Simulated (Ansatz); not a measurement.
Terminations of the (111) surface of fcc Cu, measured from the surface 'clean 1x1'. Atoms come from or go to: Al: fcc Al, Au: fcc Au, Cu: fcc Cu, Fe: bcc Fe, ferromagnetic, I: ½ I2(g), In: tetragonal indium, Ni: fcc Ni, ferromagnetic, Pd: fcc Pd, Pt: fcc Pt, Re: hcp Re. ΔE is the energy of forming the row's surface from that one (negative: more stable at these reservoirs); the vacuum level's shift is aligned on the shared bottom. No zero-point or thermal terms. These are constructed structures in small cells; real faces may alloy, dewet or reconstruct in larger ones, and not all known structures of the face are among them. Slabs of about 10 Å, Fermi-Dirac smearing of 0.1 eV. Bottom of the slabs: a bare face, its two planes held. Relaxed from the named starts with such symmetry as they have, on meshes of like density; energies extrapolated to zero smearing; spin only where a row says so; no spin-orbit coupling, no U. Brackets mark spin-polarised runs, whose order is one that fits the cell. A dash marks a value that is undefined for that row (no clear gap, or no work function of a gapped slab) or was not read reliably on its mesh.

Computed with PBE (plane waves to 420 eV, PAW; Ansatz, a program for electronic structure).

| surface | atoms added per 1x1 | ΔE per 1x1 (eV) | shift of the vacuum level (eV) | work function (eV) |
|---|---|---|---|---|
| a pseudomorphic layer of Fe in the host's stacking [spin, 2.8 μB a cell] | +1 Fe | 0.58 | 0.12 | 4.93 |
| (√3x√3)R30° surface alloy, Pd on one Cu site of the top plane | -0.333 Cu, +0.333 Pd | -0.17 | 0.08 | 4.87 |
| a layer of Ni in place of the third plane [spin start, no net moment] | -1 Cu, +1 Ni | 0.00 | -0.01 | 4.77 |
| a layer of Pt in place of the third plane | -1 Cu, +1 Pt | -0.02 | 0.05 | 4.85 |
| a pseudomorphic layer of Al in the host's stacking | +1 Al | [?] | -0.82 | 3.97 |
| (√3x√3)R30° surface alloy, Pt on one Cu site of the top plane | -0.333 Cu, +0.333 Pt | -0.21 | 0.28 | 5.07 |
| a layer of In in place of the second plane | -1 Cu, +1 In | [?] | 0.06 | 4.86 |
| (√3x√3)R30° layer of I, one a cell, on the site that continues the host's stacking | +0.333 I | [?] | -0.16 | 4.62 |
| a pseudomorphic layer of Au in the host's stacking | +1 Au | [?] | 0.19 | 5.00 |
| a layer of Re in place of the second plane | -1 Cu, +1 Re | [?] | 0.45 | 5.22 |
| a pseudomorphic layer of Pd in the host's stacking | +1 Pd | -0.07 | 0.40 | 5.16 |
| (√3x√3)R30° layer of In, one a cell, on the site that continues the host's stacking | +0.333 In | -0.11 | -0.67 | 4.13 |

Question: Complete the blanks.

Answer: 
- a pseudomorphic layer of Al in the host's stacking, ΔE per 1x1 (eV): -0.19
- a layer of In in place of the second plane, ΔE per 1x1 (eV): 1.96
- (√3x√3)R30° layer of I, one a cell, on the site that continues the host's stacking, ΔE per 1x1 (eV): -0.52
- a pseudomorphic layer of Au in the host's stacking, ΔE per 1x1 (eV): 0.20
- a layer of Re in place of the second plane, ΔE per 1x1 (eV): 1.00
